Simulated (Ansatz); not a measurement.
Consider the following.

```
CELL_PARAMETERS angstrom
      0.00000     2.38357     2.38357
      2.38357     0.00000     2.38357
      2.38357     2.38357     0.00000
ATOMIC_POSITIONS crystal
  Ca 0.00000 0.00000 0.00000
  O  0.50000 0.50000 0.50000
```

Method: r2SCAN, rigid bands (plane waves, PAW, scalar-relativistic; Ansatz, an electronic-structure program). Cell: cell and atoms relaxed with PBEsol.

Q: Predict the hole conductivity mass (n e² τ/σ) at 300 K, by direction if it differs.

A: 1.40 mₑ.

Q: Predict the electron conductivity mass (n e² τ/σ) at 300 K, by direction if it differs.

A: 0.57 mₑ.

Q: And the band gap?

A: 4.20 eV at this level; semilocal functionals usually fall short of the measured gap.

Rigid bands, one relaxation time for all states, no polarons. Spin-orbit coupling is left out; where it splits the top of the valence band it changes the hole mass and lowers the gap by about a third of the splitting. Geometry: cell and atoms relaxed with PBEsol.
